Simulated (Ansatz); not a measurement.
Sb on the Pb site in orthorhombic CsPbBr3: one set of geometries, relaxed with PBE, evaluated in Ansatz (PAW, plane waves to 420 eV, 500 eV under r2SCAN) with PBE, r2SCAN.

Details: 80-site cell; 1×2×1 shifted k-points; start: the Pb site; charged states image-corrected; no spin–orbit coupling; finite-size errors of tenths of an eV; flagged in the runs: a host whose relaxation on this sampling wasn't shown to rest, a strain field that reaches the edge of the cell.

| quantity | PBE | r2SCAN |
|---|---|---|
| host gap (eV) | 2.13 | 2.52 |
| ε(+1/0) above the VBM (eV) | 1.61 | 1.71 |
| ε(0/−1) above the VBM (eV) | 1.87 | not settled |
| neutral formation energy against fcc Pb, rhombohedral Sb (eV) | 2.19 | 2.49 |
| largest moment on one atom at charge 0 (μB) | 0.31 | 0.34 |

PBE narrows the gap by 0.39 eV against r2SCAN, the highest level run, and puts the level shown 0.100 eV lower above the valence-band maximum (from the rounded values).

Ansatz is a program for electronic structure.
